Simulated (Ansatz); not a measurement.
## Point defects in Pt

Consider a 12-atom supercell of Pt in the fcc (Cu type) structure (space group Fm-3m, No. 225) at its relaxed geometry.

```
Pt
1.0
    0.00000     3.94001     3.94001
    3.94001    -3.94001     3.94001
    3.94001     3.94001     0.00000
Pt
12
Direct
  0.00000   0.00000   0.00000
  0.00000   0.00000   0.50000
  0.16667   0.33333   0.16667
  0.16667   0.33333   0.66667
  0.33333   0.66667   0.33333
  0.33333   0.66667   0.83333
  0.50000   0.00000   0.00000
  0.50000   0.00000   0.50000
  0.66667   0.33333   0.16667
  0.66667   0.33333   0.66667
  0.83333   0.66667   0.33333
  0.83333   0.66667   0.83333
```

One neutral defect a cell, atoms relaxed at fixed cell.

Calculations: Kohn–Sham DFT with the r2SCAN functional, run in Ansatz (a quantum-chemistry and plane-wave program) with PAW and 500 eV plane waves, no SOC, earlier PAW set.

| case | pressure | largest displacement of a host atom from its site in the perfect cell |
|---|---|---|
| perfect supercell | -0.1 GPa | – |
| Pt interstitial (started 1.71 Å from the nearest host atom), symmetric start | 58.2 GPa | 1.08 Å |
| Sn on a Pt site | 5.7 GPa | 0.02 Å |
| Pt interstitial (started 1.97 Å from the nearest host atom), symmetric start | 59.6 GPa | 0.34 Å |
| Pt vacancy | [?] | [?] |
| H interstitial (started 1.71 Å from the nearest host atom), symmetric start | 6.1 GPa | 0.12 Å |

Q: Some entries are withheld; estimate them.

A: 
- Pt vacancy, pressure: -8.3 GPa
- Pt vacancy, largest displacement of a host atom from its site in the perfect cell: 0.07 Å

In so small a cell the defect repeats every few ångströms: this is an ordered compound, not a dilute defect. Defects with a symmetric start kept the site's symmetry and may sit on a saddle; the others started slightly shaken. All final runs are without spin polarisation. Pt lies near a magnetic instability that expansion can trigger; it was not tested.
